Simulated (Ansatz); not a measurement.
N on the O site + O vacancy in monoclinic HfO2: one set of geometries, relaxed with PBE, evaluated in Ansatz (PAW, plane waves to 420 eV, 500 eV under r2SCAN) with PBE, r2SCAN.

Details: 96-site cell; 2×2×2 shifted k-points; start: the O(2,4-fold) site; O(1,3-fold) 2.55 Å away; charged states image-corrected; no spin–orbit coupling; not converged in cell size; relaxed from one start, so a lower configuration may exist; flagged in the runs: a host whose relaxation on this sampling wasn't shown to rest, a strain field that reaches the edge of the cell.

| quantity | PBE | r2SCAN |
|---|---|---|
| host gap (eV) | 4.04 | ? |
| ε(+1/0) above the VBM (eV) | 2.97 | ? |
| neutral formation energy against N2 molecule in a box, O2 molecule in a box (eV) | 8.79 | ? |
| largest moment on one atom at charge 0 (μB) | 0.06 | ? |

### Question
Given the lower rungs, what does r2SCAN give?

### Answer

- host gap (eV), r2SCAN: 4.54
- ε(+1/0) above the VBM (eV), r2SCAN: 3.26
- neutral formation energy against N2 molecule in a box, O2 molecule in a box (eV), r2SCAN: 9.35
- largest moment on one atom at charge 0 (μB), r2SCAN: 0.06

Ansatz is a first-principles code.
